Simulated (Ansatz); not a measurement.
Take Zr3N4 (space group R-3m, No. 166; a = 3.417 Å, c = 25.006 Å (hexagonal axes); a cell from a computed database, its experimental status unchecked) as the base. Axes: x lies along a and z along c of the hexagonal cell.

The change: uniaxial stress, 3 GPa tension along z; all other stress components relax to zero.

Levels (all Ansatz, a quantum-chemistry and plane-wave program, PAW): PBEsol (420 eV, without spin-orbit coupling); PBEsol+SOC (420 eV, noncollinear with spin-orbit coupling).

The geometry is relaxed with PBEsol.

| Property | Result |
|---|---|
| PBEsol hole mass | 0.40 mₑ along z, 0.35 mₑ across (at Γ) |
| PBEsol valence-band top at Γ | 0.00, -1.22, -1.22 eV |
| PBEsol lowest conduction level above the VBM at special points | F 0.96 eV; Γ 1.11 eV; L 1.18 eV; T 1.34 eV |
| PBEsol smallest direct gap | 1.11 eV |

With PBEsol+SOC at the same geometry, the hole mass becomes 0.41 mₑ along z, 0.35 mₑ across (at Γ) (PBEsol: 0.40 mₑ along z, 0.35 mₑ across (at Γ)); the valence-band top at Γ (three highest Kramers pairs, from the VBM) becomes 0.00, -1.20, -1.24 eV (PBEsol: 0.00, -1.22, -1.22 eV); the lowest conduction level above the VBM at special points changes from F 0.96 eV; Γ 1.11 eV; L 1.18 eV; T 1.34 eV to F 0.96 eV; Γ 1.10 eV; L 1.18 eV; T 1.33 eV; the smallest direct gap stays essentially unchanged (1.11 eV against 1.10 eV).

Single points use the geometry relaxed with PBEsol. Differences between runs with and without spin-orbit coupling are approximate. Load acts through the strain it causes; cell and atoms are relaxed under it. Effective masses come from finite differences of ±0.01 Å⁻¹. Stability under load was not tested beyond the relaxation.
